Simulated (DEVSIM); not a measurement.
System: Schottky contact on n-type Si, at 300 K.

```csv
layer (left to right),material,thickness (μm),Nd (cm⁻³),τn (s),τp (s)
1,Si,18.0,1.9e16,3e-6,3e-6
2,Si,13.0,8.8e17,3e-6,3e-6
```

Left contact: Schottky, work function 4.67 eV, emission velocity 3.1e6 cm/s. Right contact: ohmic. Voltage is applied to the left contact. Recombination: SRH at mid-gap, Auger. Mobility is μmin + (μ − μmin)/(1 + (N/Nref)^α).

The device is made up for the run: typed textbook-type constants, with dimensions and the other settings drawn at random. Values at 300 K.

```
parameter           Si
-------------  -------
gap (eV)         1.124
affinity (eV)     4.05
permittivity      11.7
Nc (cm⁻³)      2.86e19
Nv (cm⁻³)       3.1e19
μn (cm²/Vs)       1417
μp (cm²/Vs)        470
μn,min              52
μp,min              45
Nref,n          9.7e16
Nref,p          2.2e17
αn                0.68
αp                0.72
Cn (cm⁶/s)     2.8e-31
Cp (cm⁶/s)     9.9e-32
```

DEVSIM, 1D drift-diffusion, Boltzmann statistics, complete ionisation; no tunnelling, impact ionisation, image-force lowering or self-heating. Metal contacts follow the ideal Schottky-Mott rule: no Fermi-level pinning, no interface dipoles.

Problem. Give the dark reverse current.

Solution. 
| V (V) | J (A/cm²) |
|---|---|
| -0.10 | -0.00051 |
| -0.25 | -0.00052 |
| -0.50 | -0.00052 |
| -0.75 | -0.00053 |
| -1.00 | -0.00053 |
| -1.50 | -0.00053 |
| -2.00 | -0.00053 |
| -2.50 | -0.00053 |
| -3.25 | -0.00054 |
| -4.00 | -0.00054 |
| -5.00 | -0.00054 |
